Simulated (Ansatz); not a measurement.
LiBr under a change: 2 layers

The reference is LiBr in the rock salt structure (space group Fm-3m, No. 225; a = 5.411 Å). Axes: x, y, z lie along the cube axes.

One thing is altered: a free-standing slab of 2 layers (4 atoms, 2 a layer) is cut normal to the z axis, with 15 Å of vacuum and the in-plane cell held at bulk.

Method: PBEsol in Ansatz (plane waves to 420 eV, PAW, no SOC). k-mesh 9×9×1 (Γ-centred); smearing 0.05 eV (Fermi–Dirac), for the changed cell.

The layer's space group (with vacuum) comes out as P4/nmm (No. 129) and the shortest interatomic distance drops by 0.146 Å to 2.560 Å. The band gap drops by 0.07 eV (4.98 eV → 4.91 eV) and the gap character is indirect, Γ–X (70 % along) → Γ. The smallest direct gap goes up by 0.06 eV to 5.05 eV and the excess energy per area of both faces (slab less bulk energy over the cell's area: twice a surface energy) amounts to 0.26 J/m². The thickness between the outermost nuclei is 2.90 Å.

Slab and bulk use different k-meshes, which limits the precision of the excess energy. Stability against distortions was not tested. k-point labels follow each cell's own Brillouin zone.

Ansatz is a first-principles code.
